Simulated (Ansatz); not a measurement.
System: HfC (model structure, F-43m, No. 216, 2 atoms in the cell). Method: r²SCAN in Ansatz (PAW).

Numerical settings: plane-wave cutoff 560 eV, 12×12×12 k mesh, Fermi–Dirac smearing 0.01 eV, scalar-relativistic PAW data made under PBE.

Cell (relaxed at this level):

```cif
data_CHf
_chemical_formula_sum 'Hf1 C1'
_space_group_name_H-M_alt 'P 1'
_space_group_IT_number 1
_cell_length_a 3.55446
_cell_length_b 3.55446
_cell_length_c 3.55446
_cell_angle_alpha 60.000
_cell_angle_beta 60.000
_cell_angle_gamma 60.000
loop_
_space_group_symop_operation_xyz
  'x, y, z'
loop_
_atom_site_label
_atom_site_type_symbol
_atom_site_fract_x
_atom_site_fract_y
_atom_site_fract_z
_atom_site_occupancy
Hf1 Hf 0.00000 0.00000 0.00000 1
C1 C 0.25000 0.25000 0.25000 1
```

**Question.** What does this level give for the band gap, direct gap at Γ and bulk modulus B0?

**Answer.** 
- band gap: 0.57 eV (on the SCF k mesh)
- direct gap at Γ: 6.19 eV
- bulk modulus B0: 164 GPa

Note: the bulk modulus is −V dP/dV from two relaxed cells at ±2 % in volume; the relaxation could raise the start's symmetry but not lower it, so the cell can be a saddle point.

Spin–orbit coupling is not included.

Computed values are for the static lattice.

The result took very roughly 40 core-seconds.

A model structure was made by putting elements into a prototype or built by hand; it is no filed structure, need not be a known phase, and can be a saddle point held by its symmetry.

Ansatz is a quantum-chemistry and plane-wave program.
